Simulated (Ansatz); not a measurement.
Take CdSe in the zinc blende structure (space group F-43m, No. 216; a = 6.1333 Å) as the base.

Level of theory: r2SCAN (Ansatz, an electronic-structure program), no spin-orbit coupling.

Base values:

The band gap is 1.04 eV and the width of the top valence band comes out as 2.12 eV. The pressure is 0.01 GPa.

The change: an isotropic linear strain of −0.61 %; the atoms relax in the strained cell.

**Question.** How does this affect the energy relative to the base?

**Answer.** The energy grows by 1.6 meV/atom.

**Question.** Predict the new band gap.

**Answer.** The band gap grows by 0.04 eV, from 1.04 eV to 1.08 eV.

**Question.** What happens to the width of the top valence band?

**Answer.** The width of the top valence band grows by 0.08 eV to 2.20 eV.

**Question.** What does the calculation give for the pressure after the change?

**Answer.** The pressure goes up by 0.988 GPa, from 0.01 GPa to 0.99 GPa.

Whether these cells are dynamically stable was not tested.
